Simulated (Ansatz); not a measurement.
Reference: MgS (Fm-3m), PBEsol, rigid bands (plane waves, PAW, scalar-relativistic; Ansatz, a program for electronic structure); axes and stresses refer to this cell.

```
CELL_PARAMETERS angstrom
      0.00000     2.59094     2.59094
      2.59094     0.00000     2.59094
      2.59094     2.59094     0.00000
ATOMIC_POSITIONS crystal
  Mg 0.00000 0.00000 0.00000
  S  0.50000 0.50000 0.50000
```

- band gap = 2.73 eV
- electron conductivity mass = 0.35 mₑ
- Seebeck coefficient, p-type 1e19 cm⁻³ = 459 μV/K

Change: biaxial strain xx = yy = +1.5 %, z clamped. What happens to band gap, electron conductivity mass, Seebeck coefficient, p-type 1e19 cm⁻³?

band gap shrinks to 2.60 eV; electron conductivity mass moves little, to 0.35 mₑ; Seebeck coefficient, p-type 1e19 cm⁻³ drops to 441 μV/K.

Change: biaxial strain xx = yy = +3 %, z clamped. What happens to band gap, electron conductivity mass, Seebeck coefficient, p-type 1e19 cm⁻³?

band gap falls to 2.48 eV; electron conductivity mass moves little, to 0.36 mₑ; Seebeck coefficient, p-type 1e19 cm⁻³ falls to 414 μV/K.

Change: biaxial strain xx = yy = -1.5 %, z clamped. What happens to band gap, electron conductivity mass, Seebeck coefficient, p-type 1e19 cm⁻³?

band gap moves little, to 2.72 eV; electron conductivity mass moves little, to 0.36 mₑ; Seebeck coefficient, p-type 1e19 cm⁻³ shrinks to 422 μV/K.

Change: biaxial strain xx = yy = -3 %, z clamped. What happens to band gap, electron conductivity mass, Seebeck coefficient, p-type 1e19 cm⁻³?

band gap moves little, to 2.71 eV; electron conductivity mass moves little, to 0.36 mₑ; Seebeck coefficient, p-type 1e19 cm⁻³ falls to 349 μV/K.

Change: hydrostatic pressure -2 GPa. What happens to band gap, electron conductivity mass, Seebeck coefficient, p-type 1e19 cm⁻³?

band gap moves little, to 2.67 eV; electron conductivity mass moves little, to 0.35 mₑ; Seebeck coefficient, p-type 1e19 cm⁻³ moves little, to 464 μV/K.

Change: hydrostatic pressure 15 GPa. What happens to band gap, electron conductivity mass, Seebeck coefficient, p-type 1e19 cm⁻³?

band gap rises to 3.00 eV; electron conductivity mass rises to 0.37 mₑ; Seebeck coefficient, p-type 1e19 cm⁻³ falls to 433 μV/K.

Masses are for dilute carriers at 300 K, harmonic means over directions unless an axis is named. Seebeck coefficients are for the stated density at 300 K, with one relaxation time for all states and whether or not that doping can be reached. Spin-orbit coupling is left out unless a row names it. Stresses and pressures are the targets of the relaxation.  The structure type is held under load, also where the real crystal would transform.
